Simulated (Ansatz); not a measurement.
Start from FeO in the rock salt structure (space group Fm-3m, No. 225; ferromagnetic).

```xyz
2
Lattice="0.0000 2.1545 2.1545 2.1545 0.0000 2.1545 2.1545 2.1545 0.0000" Properties=species:S:1:pos:R:3 pbc="T T T"
O      0.0000     0.0000     0.0000
Fe     2.1545     2.1545     2.1545
```

Computed with DFT with PBE, PAW potentials and a 420 eV plane-wave cutoff in Ansatz (a quantum-chemistry and plane-wave program), no SOC.

Base values:

* **Lattice parameter a**: 4.309 Å

The change: the non-magnetic state is imposed and the cell is relaxed again.

Q: How does this affect the lattice parameter a and energy relative to the base?

A: The lattice parameter a decreases by 0.217 Å, from 4.309 Å to 4.092 Å; the energy goes up by 0.58 eV/atom (to 0.01 eV only: unlike meshes or grids).

Other magnetic orders, which the real material may have, were not ruled out. Whether these cells are dynamically stable was not tested. No Hubbard U is applied, and correlation can decide whether such a compound is a metal. Spin-polarised in the final run: base; the other runs are not. In its common phase, real FeO is an antiferromagnetic insulator at low temperature.
